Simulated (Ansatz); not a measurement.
## N on the 1x1 (111) surface of fcc Rh, one in a 2x1 cell, started at the site 'hollow Rh-Rh-Rh over Rh at depth 4.4 Å'

Computed with PBE (plane waves to 420 eV, PAW; Ansatz, a quantum-chemistry and plane-wave program).

Set-up: 9 atoms, 6.5 Å thick at the start under the adsorbate (thin: gaps and levels are the slab's own); mesh 6x12x1; 0.1 eV smearing; dipole correction on; 4 atoms held, the rest relaxed; held to the start's symmetry, so lower structures may exist; no spin, no spin-orbit, no U, no dispersion correction. At the end it is bonded to 3 Rh. In PBE this state lies 0.08 eV over the lowest of the starts that converged ('hollow Rh-Rh-Rh over Rh at depth 2.2 Å').

| Item | Value |
|---|---|
| adsorption energy against ½ N2(g) | 0.28 eV |
| work function of the top face | 6.11 eV |
| change of the work function | 0.96 eV |
| change of the step from the bottom to the top vacuum level, against the clean slab | 0.99 eV |
| energy released by relaxation | 1.11 eV |
| height of the binding atom over the mean of the host atoms within 0.3 Å of the top one | 1.101 Å |
| nearest host atoms of the binding atom | Rh at 1.85 Å, Rh at 1.95 Å, Rh at 3.77 Å |
| largest move of a host atom | 0.29 Å |
| cost | roughly 4 core-minutes |

A negative adsorption energy means that the adsorbate is more stable on the surface than in its reference.
